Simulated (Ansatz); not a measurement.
Consider a periodic stack without vacuum, fcc Ag (0 0 1) on cubic KTaO3 (0 0 1) (film strained to the substrate, started from cuts of the bulks and a machine-learned relaxation; slabs K3Ta4O11 and Ag12, which can lie off the formulas): substrate slab K3Ta4O11, film Ag12, surface cells [[0, 1], [-1, 0]] and [[0, -1], [2, 1]], film strained by -3.0 and -3.0 %, outermost planes OTa/OTa and Ag/Ag as cut, which need not be the usual terminations and can put a slab off its formula. Its start:

```yaml
crystal:
  lattice:
    - [4.02459, 0.00000, 0.00602]
    - [0.00000, 4.02459, -0.00232]
    - [1.71811, -0.01577, 29.69955]
  atoms:
    - { symbol: K, position: [0.94709, 0.99350, 0.12778] }
    - { symbol: Ta, position: [0.46591, 0.50328, 0.06287] }
    - { symbol: O, position: [0.99028, 0.48327, 0.05972] }
    - { symbol: O, position: [0.48773, 0.98040, 0.05967] }
    - { symbol: O, position: [0.45375, 0.48732, 0.12733] }
    - { symbol: K, position: [0.89243, 0.98931, 0.26393] }
    - { symbol: Ta, position: [0.42086, 0.48967, 0.19670] }
    - { symbol: O, position: [0.92279, 0.48879, 0.19520] }
    - { symbol: O, position: [0.42254, 0.98867, 0.19520] }
    - { symbol: O, position: [0.39289, 0.48942, 0.26391] }
    - { symbol: K, position: [0.83694, 0.98643, 0.40024] }
    - { symbol: Ta, position: [0.36453, 0.48920, 0.33118] }
    - { symbol: O, position: [0.86241, 0.48986, 0.33264] }
    - { symbol: O, position: [0.36225, 0.99032, 0.33262] }
    - { symbol: O, position: [0.33064, 0.49278, 0.40051] }
    - { symbol: Ta, position: [0.31893, 0.47708, 0.46499] }
    - { symbol: O, position: [0.79582, 0.49951, 0.46813] }
    - { symbol: O, position: [0.29740, 0.00120, 0.46824] }
    - { symbol: Ag, position: [0.22650, 0.34701, 0.65395] }
    - { symbol: Ag, position: [0.72653, 0.84708, 0.65395] }
    - { symbol: Ag, position: [0.75804, 0.34515, 0.58246] }
    - { symbol: Ag, position: [0.25786, 0.84495, 0.58245] }
    - { symbol: Ag, position: [0.16200, 0.34933, 0.80026] }
    - { symbol: Ag, position: [0.66199, 0.84932, 0.80026] }
    - { symbol: Ag, position: [0.69424, 0.34828, 0.72718] }
    - { symbol: Ag, position: [0.19426, 0.84828, 0.72719] }
    - { symbol: Ag, position: [0.09806, 0.35029, 0.94497] }
    - { symbol: Ag, position: [0.59798, 0.84998, 0.94508] }
    - { symbol: Ag, position: [0.62959, 0.35014, 0.87350] }
    - { symbol: Ag, position: [0.12960, 0.85017, 0.87349] }
```

The start was prepared with a machine-learned potential, and the result is one local minimum, with the in-plane cell held and forces under 0.04 eV/Å; the film can end far from its bulk form.

Method: PBE (plane waves to 420 eV, PAW; Ansatz, a quantum-chemistry and plane-wave program). Scalar-relativistic, without spin–orbit coupling; the runs are not spin-polarised; PBE gaps are too small against experiment. Its k-point mesh 8×8×1, Fermi–Dirac width 0.05 eV.

### Question
Predict the relaxed interface.

### Answer
- interface area = 16.2 Å²
- period = 28.34 Å
- heights between the nearest atoms of the two slabs at the two interfaces = 2.68 and 2.68 Å
- Ag–Ta contacts across the interfaces within 1.22 times the sum of covalent radii = 8, mean 3.45 Å
